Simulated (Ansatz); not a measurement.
Consider CdS in the wurtzite structure (space group P6_3mc, No. 186; a = 4.196 Å, c = 6.830 Å).

Levels (all Ansatz, a program for electronic structure, PAW): PBE (420 eV, no SOC); r2SCAN (500 eV, scalar-relativistic without spin-orbit coupling); HSE06 (420 eV, spin-orbit coupling left out); PBE+SOC (420 eV, noncollinear with spin-orbit coupling).

One geometry, relaxed with PBE, under each level:

The valence-band top lists the three highest levels at Γ (Kramers pairs under SOC), from the VBM.

| level | band gap | lowest conduction level above the VBM at special points | valence-band top at Γ | electron mass | hole mass | pressure |
|---|---|---|---|---|---|---|
| PBE | 1.11 eV | Γ 1.11 eV; A 2.76 eV; L 3.45 eV; M 3.62 eV | 0.00, 0.00, -0.04 eV | 0.12 mₑ along c, 0.13 mₑ across (at Γ) | – | 0.00 GPa |
| r2SCAN | 1.57 eV | Γ 1.57 eV; A 3.21 eV; L 3.86 eV; M 4.08 eV | – | 0.15 mₑ along c, 0.16 mₑ across (at Γ) | – | -1.41 GPa |
| HSE06 | 2.12 eV | Γ 2.12 eV; A 3.82 eV; L 4.49 eV | – | – | – | – |
| PBE+SOC | 1.10 eV | Γ 1.10 eV; A 2.74 eV; L 3.44 eV; M 3.60 eV | 0.00, -0.02, -0.07 eV | 0.12 mₑ along c, 0.13 mₑ across (at Γ) | 1.8 mₑ along c, 0.25 mₑ across (at Γ) | -0.05 GPa |

Single points use the geometry relaxed with PBE. Their cutoffs differ, which shifts pressures a little. Differences between runs with and without spin-orbit coupling are approximate. Masses are band curvatures over ±0.01 Å⁻¹ around the edge. Stability against distortions was not tested.
